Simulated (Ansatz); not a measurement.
The starting structures come from a database of crystals and need not be the phases stable at ambient conditions.

**Evanescent states of KSbF6 (P4_2/mcm, not sure to be the ambient phase, 16 atoms a cell, 16.3 Å³ an atom, 2 GPa at this level) along the normal of (100)**

Calculation: PBEsol (plane waves, PAW; Ansatz, a program for electronic structure).

The gap is the functional's own, uncorrected, and κ follows it; spin-orbit coupling is left out. Mid-gap values are interpolated between the computed energies.

Energies count from the valence-band top; κ is the least over a 6×4 mesh across the current.

| E (eV) | κ (1/Å) | where |
|---|---|---|
| 0.12 | 0.395 | Γ |
| 0.38 | 0.471 | Γ |
| 0.62 | 0.499 | Γ |
| 0.88 | 0.520 | Γ |
| 1.12 | 0.535 | Γ |
| 1.38 | 0.545 | Γ |
| 1.62 | 0.552 | Γ |
| 1.88 | 0.555 | Γ |
| 2.12 | 0.555 | Γ |
| 2.38 | 0.552 | Γ |
| 2.62 | 0.545 | Γ |
| 2.88 | 0.536 | Γ |
| 3.12 | 0.523 | Γ |
| 3.38 | 0.508 | Γ |
| 3.62 | 0.488 | Γ |
| 3.88 | 0.464 | Γ |
| 4.12 | 0.434 | Γ |
| 4.38 | 0.398 | Γ |
| 4.62 | 0.352 | Γ |
| 4.88 | 0.291 | Γ |
| 5.12 | 0.196 | Γ |

How thick must the barrier be to attenuate the transmission by 10^4 when the electrodes' Fermi level lies at 3.12 eV, and what attenuation does that film give at 2.62 eV?

d = 4 ln 10 / (2 × 0.523) = 8.8 Å. At 2.62 eV it gives 4 × 0.545/0.523 = 4.2 decades.
